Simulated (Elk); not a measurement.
Band structure of GdPPd (P6_3/mmc, 6 atoms in the cell).

```yaml
crystal:
  lattice:
    - [4.16767, 0.00000, 0.00000]
    - [-2.08384, 3.60931, 0.00000]
    - [0.00000, 0.00000, 7.66629]
  atoms:
    - { symbol: Gd, position: [0.00000, 0.00000, 0.00000], spin: 7.0 }
    - { symbol: Gd, position: [0.00000, 0.00000, 0.50000], spin: 7.0 }
    - { symbol: P, position: [0.66667, 0.33333, 0.25000] }
    - { symbol: P, position: [0.33333, 0.66667, 0.75000] }
    - { symbol: Pd, position: [0.66667, 0.33333, 0.75000] }
    - { symbol: Pd, position: [0.33333, 0.66667, 0.25000] }
```
(The spins are starting values, not results.)

Method: LDA (PW92), all-electron FP-LAPW, Elk's shipped species files, LAPW+lo basis (Elk).

Settings: spinpol = true; rgkmax = 8; stype = 0; swidth = 0.00499791 Ha; ngridk = 7 7 3; reducebf = 0.8; gmaxvr = 14 1/bohr; nxoapwlo = 1; nempty = 8 per atom; maxscl = 100.

The starting cell comes from a database of computed structures (which also holds hypothetical and non-ambient phases and stackings), without a prior relaxation at this level. Spin-orbit coupling is off. The magnetic order is the one reached from the typed start; others were not searched systematically. With U or open f shells several self-consistent states can exist. The f electrons are in the valence without U or exact exchange, which can misplace them near the Fermi level. Spin-orbit terms, which matter for f shells, are left out. Values depend on the basis (sphere radii, cutoffs, local orbitals), which need not be converged.

Levels in eV from the Fermi level, bands 45 to 52 of the first spin channel:
```tsv
point	45	46	47	48	49	50	51	52
Γ	-0.59	-0.59	0.19	1.58	1.58	1.70	1.70	1.73
M	-2.76	-1.41	-1.31	-1.22	-0.16	0.42	2.97	3.16
K	-2.80	-2.80	-1.39	-1.39	1.25	1.25	2.10	2.10
A	0.30	0.30	0.30	0.30	0.89	0.89	2.17	2.18
L	-2.06	-2.06	-0.97	-0.97	0.07	0.07	2.74	2.74
H	-2.86	-2.86	-0.80	-0.80	0.30	0.30	2.92	2.92
```

Bands cross the Fermi level along this path, so the cell is metallic at this level.

The net moment of the cell came out as 13.90 μB.
